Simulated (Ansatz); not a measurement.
**A constructed model of the (110) surface of bcc Mo, p(2x2) surface alloy, Pb on one Mo site of the top plane (bottom of the slab: a bare face, its two planes held)**

All values below come from PBE (plane waves to 420 eV, PAW; Ansatz, a quantum-chemistry and plane-wave program).

Slab: 24 atoms, 11.2 Å thick at the start; k 7x7x1, smearing 0.1 eV, dipole-corrected; 8 atoms held, the rest relaxed; start symmetry kept, larger cells not searched; no spin, no spin-orbit, no U. It is one candidate, not shown to be the stable structure of the face.

- work function of the top face: 4.17 eV
- energy released by relaxation: 1.54 eV
- cost: roughly 30 core-minutes
